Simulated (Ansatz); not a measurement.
The starting structures come from a database of crystals and need not be the phases stable at ambient conditions.

 Where the default PAW files enter, the runs use the earlier of Ansatz's two default sets.

Inside the gap of an insulator the Bloch states are evanescent, with a wavenumber k + iκ along the transport direction.

Data:

```xyz
12
Lattice="5.2496 0.0000 0.0000 -0.8878 7.2576 0.0000 0.0000 3.6629 3.6286" Properties=species:S:1:pos:R:3 pbc="T T T"
Sc     3.4657     2.8372     0.5976
Sc     0.8960     8.0833     3.0311
Sc     3.5208     6.0503     1.0171
Sc     0.8410     4.8701     2.6115
O      4.7810     4.3724     1.0537
O     -0.4192     6.5481     2.5749
O      2.2056     6.5209     2.5480
O      2.1562     4.3996     1.0806
F      1.7457     1.3961     0.9740
F      2.6160     9.5244     2.6546
F     -0.0087    10.0761     3.2012
F      4.3705     0.8444     0.4275
```

Space group of this cell: P2_1/c. The cell is taken as given; by r2SCAN its mean pressure is -1.0 GPa.

Transport runs along the normal of the first two printed cell vectors.

No gap correction and no spin-orbit coupling; mid-gap values are interpolated between computed energies.

Question: State the band gap and the smallest decay constant κ at mid-gap according to r2SCAN (Ansatz, an electronic-structure program).

Answer: Gap 5.02 eV on a 6×8×8 mesh; κ = 0.520 1/Å, at the zone centre.
